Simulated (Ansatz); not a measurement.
Consider SrTiO3 in the cubic perovskite structure (space group Pm-3m, No. 221; a = 3.9365 Å).

Modification: every lattice vector is stretched by 3.08 %, atoms relaxed at fixed cell.

Levels (all Ansatz, a program for electronic structure, PAW, earlier PAW set): PBE (420 eV, scalar-relativistic without spin-orbit coupling); r2SCAN (500 eV, scalar-relativistic without spin-orbit coupling); HSE06 (420 eV, scalar-relativistic without spin-orbit coupling); PBE+SOC (420 eV, noncollinear with spin-orbit coupling).

One geometry, relaxed with PBE, under each level:

Notes on the quantities. electron mass: degenerate bands, along [100]; hole mass: degenerate bands, along [100].

```tsv
level	band gap	lowest conduction level above the VBM at special points	electron mass	hole mass	pressure
PBE	1.66 eV	Γ 1.66 eV; X 1.78 eV; M 3.24 eV; R 3.79 eV	–	–	-12.69 GPa
r2SCAN	…	…	–	–	…
HSE06	3.04 eV	Γ 3.04 eV; X 3.17 eV; M 4.78 eV	–	–	–
PBE+SOC	1.65 eV	Γ 1.65 eV; X 1.78 eV; M 3.22 eV; R 3.78 eV	0.43, 1.2 mₑ (at Γ)	0.87, 2.3 mₑ (at R)	-12.69 GPa
```

Question: Give the withheld r2SCAN results.

Answer: 
- r2SCAN, band gap: 2.00 eV
- r2SCAN, lowest conduction level above the VBM at special points: Γ 2.00 eV; X 2.11 eV; M 3.55 eV; R 4.11 eV
- r2SCAN, pressure: -16.72 GPa

Single points use the geometry relaxed with PBE. Their cutoffs differ, which shifts pressures a little. The hybrid gap comes from the SCF mesh plus the semilocal run's edge points and a few special points and is an upper bound. The spin-orbit shifts are approximate. The cells carry an imposed strain or load. Masses are band curvatures over ±0.01 Å⁻¹ around the edge. Whether these cells are dynamically stable was not tested. The runs without spin-orbit coupling are not spin-polarised. Many cubic perovskites are stable only at high temperature; tilts and polar distortions were not tested.
